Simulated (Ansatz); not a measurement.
The starting structures come from a database of crystals and need not be the phases stable at ambient conditions.

Inside the gap of an insulator the Bloch states are evanescent, with a wavenumber k + iκ along the transport direction.

Input:

```yaml
crystal:
  lattice:
    - [5.80428, 0.00000, 0.00000]
    - [-1.27128, 6.76032, 0.00000]
    - [1.56660, 0.80902, 5.35754]
  atoms:
    - { symbol: Mg, position: [0.29340, 0.80720, 0.64120] }
    - { symbol: Mg, position: [0.70660, 0.19280, 0.35880] }
    - { symbol: H, position: [0.40520, 0.81160, 0.07820] }
    - { symbol: H, position: [0.59480, 0.18840, 0.92180] }
    - { symbol: H, position: [0.64980, 0.80420, 0.87290] }
    - { symbol: H, position: [0.35020, 0.19580, 0.12710] }
    - { symbol: Mo, position: [0.12020, 0.25170, 0.74590] }
    - { symbol: Mo, position: [0.87980, 0.74830, 0.25410] }
    - { symbol: O, position: [0.64010, 0.87610, 0.37980] }
    - { symbol: O, position: [0.35990, 0.12390, 0.62020] }
    - { symbol: O, position: [0.13730, 0.82850, 0.35560] }
    - { symbol: O, position: [0.86270, 0.17150, 0.64440] }
    - { symbol: O, position: [0.76880, 0.49430, 0.35580] }
    - { symbol: O, position: [0.23120, 0.50570, 0.64420] }
    - { symbol: O, position: [0.96960, 0.79290, 0.92280] }
    - { symbol: O, position: [0.03040, 0.20710, 0.07720] }
    - { symbol: O, position: [0.52800, 0.21770, 0.09020] }
    - { symbol: O, position: [0.47200, 0.78230, 0.90980] }
```

Space group of this cell: P-1. The cell is taken as given; by PBEsol its mean pressure is 1.2 GPa.

Transport runs along the normal of the first two printed cell vectors.

The gap is the functional's own. No spin-orbit coupling. Mid-gap values are interpolated on the energy grid.

Problem. Estimate the band gap and the smallest decay constant κ at mid-gap that PBEsol run with Ansatz (a first-principles code) returns for this system.

Solution. Gap 4.15 eV on a 6×6×6 mesh; κ = 0.575 1/Å, at the zone centre.
